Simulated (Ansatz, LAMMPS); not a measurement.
**Si well of 16 atomic layers along [001] in random Si0.8Ge0.2, interfaces graded over 8 layers**

Cell 16.58 × 16.58 × 54.92 Å, Si627Ge93, 720 atoms. Prepared with Tersoff's 1989 multicomponent potential (SiCGe.tersoff) run with LAMMPS: minimisation. 

Calculation: PBE, support functions at accuracy medium on the grid of 370 eV (norm-conserving potentials; Ansatz, a quantum-chemistry and plane-wave program).

Basis: localised support functions (accuracy medium) on a full density matrix. k-points: zone centre alone; occupations: Fermi-Dirac, 0.010 eV; spin polarisation not allowed. Spin-orbit coupling is left out.

The Kohn-Sham gap of the cell on its k-mesh comes out as 0.47 eV. The weight of the highest filled level on the well is 0.34, the weight of the lowest empty level on the well is 0.92 and the coordination (neighbours within 2.851 Å) is 100.0 % 4-fold. The Ge-Ge bonds, mean ± spread is 2.465 ± 0.006 Å and the Ge-Si bonds, mean ± spread is 2.419 ± 0.005 Å. The Si-Si bonds, mean ± spread is 2.378 ± 0.005 Å, the bond angles, mean ± spread is 109.5° ± 0.9° and the pressure is -0.68 GPa. The cost of the final run comes out as around 40 core-minutes (rough), 17 SCF iterations, 15 GiB.
